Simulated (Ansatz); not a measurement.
# Hypothetical CdI2 type SiO2, response to strain

Base system: SiO2 in the CdI2 type structure (space group P-3m1, No. 164; a = 2.670 Å, c = 4.542 Å; a hypothetical phase, not in the database extracts checked; layered, stacked along the Cartesian z axis). Axes: x lies along a and z along c of the hexagonal cell.

Strains are applied to the cell and any free atomic positions relax; under biaxial strain the out-of-plane vector relaxes too.

Computed with r2SCAN+rVV10 (Ansatz, a program for electronic structure, PAW, no SOC).

| biaxial strain, plane normal [001], relaxed out of plane (%) | out-of-plane strain (%) |
|---|---|
| 0 | 0.00 |
| 1.71 | -0.67 |
| 2.66 | ? |
| 3.7 | -1.49 |
| 4.11 | -1.67 |

**Question.** Fit ε⊥ = −νε + γε² (strains in %) to the rows shown and predict the withheld row.

**Answer.** Least squares on the printed values gives ν = 0.38 (the biaxial Poisson response) and γ = -0.006 (largest residual 0.00 %); this predicts -1.06 %, and the run gives -1.06 %, in agreement.

Stability against distortions was not tested.
